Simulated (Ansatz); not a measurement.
Here is the system:

End structure of the (31-41) surface of hcp Be in its 1x1 cell, outermost plane spacing 0.09 Å in the ideal cut:

```yaml
crystal:
  lattice:
    - [4.22522, 0.00000, 0.00000]
    - [0.01188, 6.96726, 0.00000]
    - [0.00000, 0.00000, 26.50000]
  atoms:
    - { symbol: Be, position: [0.69617, 0.90134, 0.31148] }
    - { symbol: Be, position: [0.87565, 0.61793, 0.31430] }
    - { symbol: Be, position: [0.96897, 0.16689, 0.32885] }
    - { symbol: Be, position: [0.17813, 0.87346, 0.32636] }
    - { symbol: Be, position: [0.24807, 0.43120, 0.34684] }
    - { symbol: Be, position: [0.46563, 0.13803, 0.34840] }
    - { symbol: Be, position: [0.51629, 0.69055, 0.36620] }
    - { symbol: Be, position: [0.74891, 0.40761, 0.36891] }
    - { symbol: Be, position: [0.82048, 0.95955, 0.38928] }
    - { symbol: Be, position: [0.02674, 0.66881, 0.39023] }
    - { symbol: Be, position: [0.11375, 0.22048, 0.40828] }
    - { symbol: Be, position: [0.32138, 0.93301, 0.40904] }
    - { symbol: Be, position: [0.39168, 0.48340, 0.42819] }
    - { symbol: Be, position: [0.61136, 0.19714, 0.42969] }
    - { symbol: Be, position: [0.67387, 0.74666, 0.44890] }
    - { symbol: Be, position: [0.89364, 0.45996, 0.45066] }
    - { symbol: Be, position: [0.96429, 0.01230, 0.46831] }
    - { symbol: Be, position: [0.17450, 0.72346, 0.47022] }
    - { symbol: Be, position: [0.25058, 0.27483, 0.48837] }
    - { symbol: Be, position: [0.46412, 0.98551, 0.49125] }
    - { symbol: Be, position: [0.53721, 0.54031, 0.50875] }
    - { symbol: Be, position: [0.75075, 0.25100, 0.51163] }
    - { symbol: Be, position: [0.82683, 0.80237, 0.52978] }
    - { symbol: Be, position: [0.03704, 0.51352, 0.53169] }
    - { symbol: Be, position: [0.10769, 0.06587, 0.54934] }
    - { symbol: Be, position: [0.32746, 0.77916, 0.55110] }
    - { symbol: Be, position: [0.38997, 0.32869, 0.57031] }
    - { symbol: Be, position: [0.60965, 0.04242, 0.57181] }
    - { symbol: Be, position: [0.67995, 0.59282, 0.59096] }
    - { symbol: Be, position: [0.88758, 0.30535, 0.59172] }
    - { symbol: Be, position: [0.97460, 0.85702, 0.60977] }
    - { symbol: Be, position: [0.18085, 0.56628, 0.61072] }
    - { symbol: Be, position: [0.25242, 0.11822, 0.63109] }
    - { symbol: Be, position: [0.48504, 0.83528, 0.63380] }
    - { symbol: Be, position: [0.53570, 0.38779, 0.65160] }
    - { symbol: Be, position: [0.75326, 0.09463, 0.65316] }
    - { symbol: Be, position: [0.82321, 0.65237, 0.67364] }
    - { symbol: Be, position: [0.03236, 0.35893, 0.67115] }
    - { symbol: Be, position: [0.12569, 0.90789, 0.68570] }
    - { symbol: Be, position: [0.30516, 0.62448, 0.68852] }
```

Slab: 40 atoms, 10.3 Å thick at the start (thin: gaps and levels are the slab's own); k 9x6x1, smearing 0.1 eV, dipole-corrected; single point; on the structure that PBE left under its start's symmetry; no spin, no spin-orbit, no U.

### Question
Estimate the surface energy (mean of both faces) that r2SCAN, at the PBE geometry (Ansatz, a program for electronic structure) returns for this input.

### Answer
2.31 J/m²

### Question
What is the computed work function of the top face (r2SCAN, at the PBE geometry)?

### Answer
4.51 eV
